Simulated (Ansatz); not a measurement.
## SrO: energy against strain

SrO (rock salt, Fm-3m, 16.801 Å³/atom at rest, cube axes along x, y and z) under a strain ε along a cube axis (axis z), the other axes held. PBEsol in Ansatz, a plane-wave DFT program (PAW, default set), 420 eV, 11×11×11 Γ-centred mesh, Fermi-Dirac smearing 0.05 eV; ions are relaxed within the symmetry of each cell.

Here s stands for strain and y for E less E0.

| strain (%) | E less E0 (meV/atom) |
|---|---|
| -3.00 | ? |
| -1.50 | 2.30 |
| -1.00 | 0.98 |
| -0.50 | 0.22 |
| 0.00 | 0.00 |
| 0.50 | 0.21 |
| 1.00 | 0.91 |
| 1.50 | 2.02 |

Question: Fit y against s with a parabola, and predict the withheld value at s = -3.00.

Answer: Least squares gives y = -0.019 - 0.0707·s + 0.9671·s². Residuals (row less fit): 0.037, -0.039, -0.038, 0.019, 0.023, 0.033, -0.031; standard error 0.042 (degrees of freedom: 4). Twice the quadratic coefficient over the volume, 2 × 0.9671 meV × 10⁴ × 0.1602 / 16.801 Å³, is the elastic constant C11 = 184 ± 4 GPa. At the withheld row, y = -0.019 - 0.0707 × (-3.0) + 0.9671 × (-3.0)² = 8.897 meV/atom. The calculation gives 9.86 meV/atom, 0.963 meV/atom above the prediction (9.8 % of the range of y in the table). The row lies outside the fitted rows, so this is an extrapolation. From the scatter of the fitted rows alone, a prediction at this place has a standard error of 0.162 meV/atom, so the miss is 5.9 times that.

One order more, fitted to all 13 runs of the series, follows each within 0.02, so the miss is the next term of a smooth law. Rows are the converged runs of the series near zero and its far end; series whose fitted rows scatter by over a few per cent of the range, as at a crossing or softening among them, aren't shown in this form. Most that stay on the fit to the last digits aren't either.
